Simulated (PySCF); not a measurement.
PySCF 2.14.0, R2SCAN/def2-svp, df: Mo(NH)(NMe)(OSiH3)2 (C[N]=[Mo](=[NH])([O][SiH3])[O][SiH3]), 18 atoms. The geometry is a generated start, not checked to be a minimum at this level.

```yaml
task: energy
method: r2scan
basis: def2-svp
two_electron_scheme: density fitting
mol.max_memory: 3000 MB
mf.max_cycle: 100
mf.init_guess: minao (default)
mf.DIIS: CDIIS (default)
mf.conv_tol: 1e-09 (default)
mf.grids.level: 3 (default)
effective_core_potentials: those of the basis set, past Kr
basis_functions: 187
grid_points: 228968
```

```xyz
18

Mo    -0.5174    -0.1798    -0.1384
N     -1.9797    -1.0321    -0.5304
H     -2.9073    -1.3224    -0.8131
N     -0.6901     1.5408    -0.3441
C     -1.1873     2.8375    -0.6220
H     -1.5448     3.3176     0.2959
H     -0.4068     3.4753    -1.0530
H     -2.0239     2.7833    -1.3333
O     -0.0970    -0.4773     1.6180
Si     0.3656    -0.8831     3.1031
H     -0.4247    -0.0691     4.0406
H      1.8089    -0.5966     3.2130
H      0.1118    -2.3266     3.2795
O      0.8118    -0.7309    -1.2694
Si     1.9351    -1.4378    -2.1777
H      3.2416    -1.1468    -1.5597
H      1.8264    -0.8599    -3.5282
H      1.6779    -2.8923    -2.1807
```

Charge 0 and multiplicity 1 are set for this test and not shown to be the ground state.

One run each on 2 threads, 1 BLAS thread. Values of diis_space tried: 3, 5, 8 (default), 12, 20.

Problem. How does the count of Fock builds change with diis_space, and where is it least?

Solution. Fewest Fock builds, within one of each other: 8 (default) with 16, 12 with 15, 20 with 15. The count rises to 24 at 5. The run ends without SCF convergence in 100 cycles at 3.

```csv
diis_space,Fock builds,end
3,101,no convergence
5,24,same solution
8 (default),16,same solution
12,15,same solution
20,15,same solution
```
